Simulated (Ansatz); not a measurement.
The reference is KCl in the rock salt structure (space group Fm-3m, No. 225; a = 6.243 Å). Axes: x, y, z lie along the cube axes.

The values are results of PBEsol (Ansatz, a first-principles code), no SOC, not measurements.

Base values:

```
Item                    Value
-------------  --------------
Electron mass  0.43 mₑ (at Γ)
Gap character     direct at Γ
```

Now apply this change: biaxial strain +3.00 %, plane normal [001], relaxed out of plane (Cartesian); in-plane vectors clamped, the third vector and the atoms free.

Question: How does this affect the electron mass?

Answer: The electron mass changes from 0.43 mₑ (at Γ) to 0.47 mₑ out of plane, 0.43 mₑ in plane (at Γ).

Question: How does this affect the gap character?

Answer: The gap character stays direct at Γ.

Effective masses come from finite differences of ±0.01 Å⁻¹. Whether these cells are dynamically stable was not tested. k-point labels follow each cell's own Brillouin zone.
